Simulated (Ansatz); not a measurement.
Take AgCl in the rock salt structure (space group Fm-3m, No. 225; a = 5.447 Å) as the base.

Calculations: Kohn–Sham DFT with the PBEsol functional, run in Ansatz (a program for electronic structure) with PAW and 420 eV plane waves, no spin-orbit coupling.

For the base:

| Item | Value |
|---|---|
| Electron mass | 0.25 mₑ (at Γ) |
| Valley order | Γ 0.72 eV; X along ⟨100⟩ 2.13 eV |

The change: an isotropic linear strain of −1.50 %; the atoms relax in the strained cell.

Problem. What does the calculation give for the electron mass and valley order after the change?

Solution. The electron mass remains 0.25 mₑ (at Γ); the valley order (the lowest conduction-band minima on the path, energy above the VBM, named in the base's zone) becomes Γ 0.73 eV; X along ⟨100⟩ 2.04 eV (base: Γ 0.72 eV; X along ⟨100⟩ 2.13 eV).

The levels and masses belong to the bands next to the band gap. Effective masses come from finite differences of ±0.01 Å⁻¹. No phonon test of stability was made.
